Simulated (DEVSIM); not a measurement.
System: abrupt GaSb p-n junction, at 300 K.

```tsv
layer (left to right)	material	thickness (μm)	Nd (cm⁻³)	Na (cm⁻³)	τn (s)	τp (s)
1	GaSb	27.0	-	2.6e16	2.3e-8	2.3e-8
2	GaSb	0.400	4e14	-	2.3e-8	2.3e-8
```

Left contact: ohmic. Right contact: ohmic. Voltage is applied to the left contact. Recombination: SRH at mid-gap. Mobility is μmin + (μ − μmin)/(1 + (N/Nref)^α).

The device is made up for the run: typed textbook-type constants, with dimensions and the other settings drawn at random. Values at 300 K.

| parameter | GaSb |
|---|---|
| gap (eV) | 0.726 |
| affinity (eV) | 4.06 |
| permittivity | 15.7 |
| Nc (cm⁻³) | 2.1e17 |
| Nv (cm⁻³) | 1.8e19 |
| μn (cm²/Vs) | 5000 |
| μp (cm²/Vs) | 850 |
| μn,min | 1000 |
| μp,min | 190 |
| Nref,n | 2.8e17 |
| Nref,p | 9e17 |
| αn | 1.05 |
| αp | 0.65 |

DEVSIM, 1D drift-diffusion, Boltzmann statistics, complete ionisation; no tunnelling, impact ionisation, image-force lowering or self-heating.

Question: Tabulate band edges, carrier densities and field at zero bias.

Answer: Energies count from the Fermi level of the right contact; mesh points crowd at the junctions.

```tsv
x (μm)	Ec (eV)	Ev (eV)	n (cm⁻³)	p (cm⁻³)	field (V/cm)
0.000	0.557	-0.169	9.3e7	2.6e16	≈ 0
0.02811	0.557	-0.169	9.3e7	2.6e16	≈ 0
0.08906	0.557	-0.169	9.3e7	2.6e16	≈ 0
0.2115	0.557	-0.169	9.3e7	2.6e16	≈ 0
0.6282	0.557	-0.169	9.3e7	2.6e16	≈ 0
1.391	0.557	-0.169	9.3e7	2.6e16	≈ 0
3.044	0.557	-0.169	9.3e7	2.6e16	≈ 0
8.474	0.557	-0.169	9.3e7	2.6e16	≈ 0
16.86	0.557	-0.169	9.3e7	2.6e16	≈ 0
22.34	0.557	-0.169	9.3e7	2.6e16	≈ 0
24.77	0.557	-0.169	9.3e7	2.6e16	≈ 0
26.21	0.557	-0.169	9.3e7	2.6e16	≈ 0
26.65	0.557	-0.169	9.3e7	2.6e16	≈ 0
26.85	0.557	-0.169	9.4e7	2.6e16	-120
26.96	0.543	-0.183	1.6e8	1.5e16	-4200
27.00	0.520	-0.206	3.8e8	6.3e15	-10000
27.02	0.496	-0.230	9.7e8	2.5e15	-10000
27.06	0.456	-0.270	4.6e9	5.2e14	-9500
27.18	0.342	-0.384	3.8e11	6.3e12	-8800
27.30	0.243	-0.483	1.7e13	1.4e11	-8300
27.36	0.192	-0.534	1.3e14	1.9e10	-8000
27.40	0.162	-0.564	4.0e14	6.0e9	-7900
```
